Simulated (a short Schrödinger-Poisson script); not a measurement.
System: MOS inversion layer, HfO2 on p-type Si(111), at 300 K.

| layer | material | thickness (nm) | Na (cm⁻³) |
|---|---|---|---|
| 1 | HfO2 | 4.5 | - |
| 2 | Si | 770 | 3.1e17 |

The device is made up for the run: typed textbook-type constants, with dimensions and the other settings drawn at random. HfO2: permittivity 22, conduction-band edge (eV) 1.55, gap (eV) 5.7, electron mass (mₑ) 0.2. Si: permittivity 11.7, conduction-band edge (eV) 0, gap (eV) 1.124, Nv at 300 K (cm⁻³) 3.1e19.

Channel valleys (confinement mass, in-plane density-of-states mass, number): Δ6 0.258, 0.358, 6. At the gate the conduction-band edge of layer 1 lies 1.94 eV − eVg above the Fermi level of the channel; the field vanishes at the back. Gaps are held at their typed values at every temperature. Mesh 0.03 nm at interfaces.

Solved with a short Schrödinger-Poisson script written for these runs: 1D Poisson equation in equilibrium, electrons quantum, Hartree (BenDaniel-Duke, 12 states a valley, the channel's in-plane mass for all, wave functions ending at the dielectric), parabolic valleys, classical holes, full ionisation, no traps, pinning or gate leakage.

The same stack at other levels of the model or other numerical settings:

| run | sheet density of all electrons at Vg = 1.15 V (cm⁻²) | sheet density of all electrons at Vg = 0.55 V (cm⁻²) | capacitance at Vg = 1.15 V (μF/cm²) | centroid of the channel electrons at Vg = 1.15 V (nm) | rough cost against the base |
|---|---|---|---|---|---|
| base | 9.68e12 | 7.97e11 | 2.71 | 1.91 | about 1 |
| electrons treated as classical, Boltzmann | 1.59e13 | 2.11e12 | 3.99 | 0.36 | 0.03 |
| electrons treated as classical, Fermi-Dirac | 1.44e13 | 2.01e12 | 3.51 | 0.59 | 0.2 |
| mesh six times as coarse | 9.68e12 | 7.98e11 | 2.71 | 1.90 | 0.2 |
| one subband a valley | 9.67e12 | 7.89e11 | 2.71 | 1.89 | 0.7 |

The classical rows ignore confinement, and Boltzmann statistics overrate the density once the band edge passes the Fermi level.
